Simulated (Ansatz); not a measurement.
**A computed series for AlN: pressure series**

The reference is AlN in the wurtzite structure (space group P6_3mc, No. 186; a = 3.1302 Å, c = 5.0180 Å).

Cell and atoms are relaxed at each pressure.

Level of theory: PBE (Ansatz, a program for electronic structure; PAW; 420 eV plane waves; no spin-orbit coupling).

| P (GPa) | V (Å³/atom) |
|---|---|
| -2.00 | 10.759 |
| -1.00 | 10.701 |
| 0.90 | 10.596 |
| 2.10 | 10.532 |
| 4.50 | 10.410 |
| 9.00 | 10.198 |
| 15.00 | 9.943 |
| 22.50 | 9.662 |
| 30.00 | 9.412 |

A third-order Birch–Murnaghan fit to these points gives V₀ = 10.65 Å³/atom, B₀ = 193 GPa and B₀′ = 3.8. At pressure 30 GPa the volume is 88.4 % of V₀.

Between the base and pressure 22.5 GPa the gap moves from 4.03 eV to 4.84 eV, a mean slope of 36 meV/GPa.

Load acts through the strain it causes; cell and atoms are relaxed under it. Stability against distortions was not tested. Measured, AlN leaves this structure (for rock salt) near 14 GPa (temperature not stated; as listed in Datta, Sujoy, Jana, Debnarayan, arXiv (2020)), on rising pressure, with hysteresis.
